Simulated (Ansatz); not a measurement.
The parent structure is SiC in the zinc blende structure (space group F-43m, No. 216; a = 4.357 Å). Axes: x, y, z lie along the cube axes.

All numbers come from Ansatz (a first-principles code), PBEsol, PAW, cutoff 420 eV, no SOC.

One thing is altered: the cell is scaled by 0.9950 in all directions; the atoms relax in the strained cell.

Problem. Predict the stress tensor and what it implies for the stiffness.

Solution. Stress of the strained cell less that of the base (GPa, compression positive):
```
   3.43    0.00    0.00
   0.00    3.43    0.00
   0.00    0.00    3.43
```

Then B = −ΔP/(ΔV/V₀) with ΔV/V₀ = -0.0149 gives secant stiffness values (nonlinear terms included at this strain): B ≈ 230 GPa.

Whether these cells are dynamically stable was not tested.
